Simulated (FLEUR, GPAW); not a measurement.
A FLEUR input for a self-consistent single point of Te (P3_121, 3 atoms in the cell) (DFT, PBE, all-electron FLAPW (FLEUR), scalar-relativistic valence):

Input of the input generator:

```
Te
&input film=f /
4.1801909287 -7.2403030739 0.0000000000
4.1801909287 7.2403030739 0.0000000000
0.0000000000 0.0000000000 11.1159340932
1.0
1.0 1.0 1.0

3
52 -0.0000000000 0.2630000000 0.6666666667
52 0.7370000000 0.7370000000 -0.0000000000
52 0.2630000000 -0.0000000000 0.3333333333

&comp jspins=1 /
&kpt div1=5 div2=5 div3=3 /
&end /
```

```xml
<?xml version="1.0" encoding="UTF-8" standalone="no"?>
<fleurInput fleurInputVersion="0.39">
   <comment>
      Te                                                                                                  
   </comment>
   <calculationSetup>
      <cutoffs Kmax="4.0" Gmax="16.0" GmaxXC="16.0" numbands="0"/>
      <scfLoop itmax="60" minDistance="0.00001" maxIterBroyd="15" imix="Anderson" alpha="0.05" precondParam="0.0" spinf="2.0"/>
      <coreElectrons ctail="T" frcor="F" kcrel="0" coretail_lmax="0"/>
      <xcFunctional name="pbe" relativisticCorrections="F"/>
      <magnetism jspins="1"/>
      <soc l_soc="F" theta="0.0" phi="0.0" spav="F"/>
      <expertModes spex="0" secvar="F"/>
      <geometryOptimization l_f="T" forcealpha="1.0" forcemix="BFGS" epsdisp="0.00001" epsforce="0.00001"/>
      <ldaU l_linMix="F" mixParam="0.05" spinf="1.0"/>
   </calculationSetup>
   <cell>
      <bzIntegration valenceElectrons="48.0" mode="hist" fermiSmearingEnergy="0.00183747">
         <kPointListSelection listName="default-1"/>
         <!-- k-points included here -->
         <xi:include xmlns:xi="http://www.w3.org/2001/XInclude" href="kpts.xml"> </xi:include>
      </bzIntegration>
      <!-- symmetry operations included here -->
      <xi:include xmlns:xi="http://www.w3.org/2001/XInclude" href="sym.xml"> </xi:include>
      <bulkLattice scale="1.0">
         <bravaisMatrix>
            <row-1>    4.1801909287000001    -7.2403030738999998     0.0000000000000000</row-1>
            <row-2>    4.1801909287000001     7.2403030738999998     0.0000000000000000</row-2>
            <row-3>    0.0000000000000000     0.0000000000000000    11.1159340931999999</row-3>
         </bravaisMatrix>
      </bulkLattice>
   </cell>
   <atomSpecies>
      <species name="Tellurium (Te)" element="Te" atomicNumber="52">
         <mtSphere radius="2.53" gridPoints="873" logIncrement="0.015"/>
         <atomicCutoffs lmax="10" lnonsphr="8"/>
         <electronConfig flipSpins="F">
            <coreConfig>(1s1/2) (2s1/2) (2p1/2) (2p3/2) (3s1/2) (3p1/2) (3p3/2) (4s1/2) (3d3/2) (3d5/2) (4p1/2) (4p3/2)</coreConfig>
            <valenceConfig>(5s1/2) (4d3/2) (4d5/2) (5p1/2) (5p3/2)</valenceConfig>
            <stateOccupation state="(5p1/2)" spinUp="0.6666666666667" spinDown="0.6666666666667"/>
            <stateOccupation state="(5p3/2)" spinUp="1.3333333333333" spinDown="1.3333333333333"/>
         </electronConfig>
         <energyParameters s="5" p="5" d="5" f="4"/>
         <lo type="SCLO" l="2" n="4" eDeriv="0"/>
      </species>
   </atomSpecies>
   <atomGroups>
      <atomGroup species="Tellurium (Te)">
         <relPos label="                   1">.0000000000 .2630000000 -1.000/3.000</relPos>
         <relPos label="                   2">-.2630000000 -.2630000000 .0000000000</relPos>
         <relPos label="                   3">.2630000000 .0000000000 1.000/3.000</relPos>
         <force calculate="T" relaxXYZ="TTT"/>
      </atomGroup>
   </atomGroups>
   <output dos="F" band="F" slice="F">
      <checks vchk="F" cdinf="F"/>
      <bandDOS minEnergy="-.5*Htr" maxEnergy="0.5*Htr" sigma="0.015" storeEVData="T"/>
      <vacuumDOS vacdos="F" integ="F" star="F" nstars="0" locx1="0.0" locy1="0.0" locx2="0.0" locy2="0.0" nstm="0" tworkf="0.0"/>
      <unfoldingBand unfoldBand="F" supercellX="1" supercellY="1" supercellZ="1"/>
      <plotting iplot="0" polar="F">
         <plot TwoD="T" vec1="  1.0  0.0  0.0" vec2="  0.0  1.0  0.0" vec3="  0.0  0.0  1.0" zero="  0.0  0.0  0.0" file="plot"/>
      </plotting>
      <chargeDensitySlicing numkpt="0" minEigenval="0.0" maxEigenval="0.0" nnne="0" pallst="F"/>
      <specialOutput eonly="F"/>
      <magneticCircularDichroism mcd="F" energyLo="-10.0" energyUp="0.0"/>
   </output>
  <!-- We include the file relax.xml here to enable relaxations (see documentation) -->
  <xi:include xmlns:xi="http://www.w3.org/2001/XInclude" href="relax.xml"> <xi:fallback/> </xi:include>
</fleurInput>
```

**Question.** Write the same calculation as an input for GPAW.

**Answer.** One input that does it (others would too):

```python
from ase import Atoms
from ase.units import GPa
from gpaw import GPAW, PW, FermiDirac

atoms = Atoms(['Te', 'Te', 'Te'],
              cell=[[2.212062, -3.831403, 0.000000],
                    [2.212062, 3.831403, 0.000000],
                    [0.000000, 0.000000, 5.882299]],
              positions=[[0.581772, 1.007659, 3.921533],
                         [3.260579, -0.000000, 0.000000],
                         [0.581772, -1.007659, 1.960766]],
              pbc=True)

calc = GPAW(mode=PW(600),
            xc='PBE',
            kpts=(5, 5, 3),
            occupations=FermiDirac(0.05),
            nbands=-8,
            convergence={'density': 1e-05, 'energy': 1e-05, 'bands': -6},
            symmetry={'symmorphic': False, 'tolerance': 0.0005},
            maxiter=120,
            txt='-')

atoms.calc = calc

energy = atoms.get_potential_energy()
print('Energy (eV):', round(energy, 6))
forces = atoms.get_forces()
print('Forces (eV/Ang):')
print(forces.round(5))
stress = atoms.get_stress()
print('Stress (GPa, Voigt):', (stress / GPa).round(4))
```

Basis, cutoffs, solver keys and any potentials are the target program's own. This input uses DFT PBE, plane waves, GPAW PAW datasets PBE (gpaw-data 1.0.1).

The starting cell has typed, rounded lattice constants, without a prior relaxation at this level. Its lattice was rescaled by a random factor within 2.5 % of one. For this run, on top of that: lattice scaled by 0.98.
